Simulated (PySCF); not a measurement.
PySCF 2.14.0, BP86/def2-tzvp, df: F[C](F)F, charge +1, multiplicity 1, 4 atoms. The geometry is a generated start, not checked to be a minimum at this level.

- task = energy
- method = bp86
- basis = def2-tzvp
- two-electron scheme = density fitting
- mol.max_memory = 3000 MB
- mf.max_cycle = 100
- mf.conv_tol = 1e-09 (default)
- mf.grids.level = 3 (default)
- basis functions = 124
- grid points = 56904

```xyz
4

F     -0.6000     1.0818     0.0180
C      0.0002    -0.0002     0.0005
F     -0.6371    -1.0601    -0.0189
F      1.2369    -0.0215     0.0005
```

Charge 1 and multiplicity 1 are set for this test and not shown to be the ground state.

With the defaults (mf.DIIS = CDIIS, mf.diis = true, mf.level_shift = 0, mf.damp = 0, mf.diis_start_cycle = 1, mf.diis_space = 8, mf.init_guess = minao) it converges in 11 Fock builds. One run each on 2 threads, 1 BLAS thread, with these changes:
- mf.init_guess = atom
- mf.diis_space = 5
- mf.damp = 0.3, mf.diis_start_cycle = 4
- mf.diis_space = 12
- mf.diis = false
- mf.damp = 0.7, mf.diis_start_cycle = 8
- mf.DIIS = EDIIS
- mf.DIIS = ADIIS
- mf.level_shift = 0.3 Hartree

Task: Which of these changes keep the SCF from converging, or lead it to another solution?

Result: No convergence: mf.DIIS = EDIIS; mf.diis = false (the run ends without SCF convergence in 100 cycles). The rest reach the solution of the defaults.

```json
[
 {"setting": "the defaults", "Fock builds": "11", "end": "same solution"},
 {"setting": "mf.init_guess = atom", "Fock builds": "11", "end": "same solution"},
 {"setting": "mf.diis_space = 12", "Fock builds": "11", "end": "same solution"},
 {"setting": "mf.diis_space = 5", "Fock builds": "12", "end": "same solution"},
 {"setting": "mf.level_shift = 0.3 Hartree", "Fock builds": "14", "end": "same solution"},
 {"setting": "mf.damp = 0.3, mf.diis_start_cycle = 4", "Fock builds": "15", "end": "same solution"},
 {"setting": "mf.damp = 0.7, mf.diis_start_cycle = 8", "Fock builds": "15", "end": "same solution"},
 {"setting": "mf.DIIS = ADIIS", "Fock builds": "20", "end": "same solution"},
 {"setting": "mf.DIIS = EDIIS", "Fock builds": "101", "end": "no convergence"},
 {"setting": "mf.diis = false", "Fock builds": "101", "end": "no convergence"}
]
```
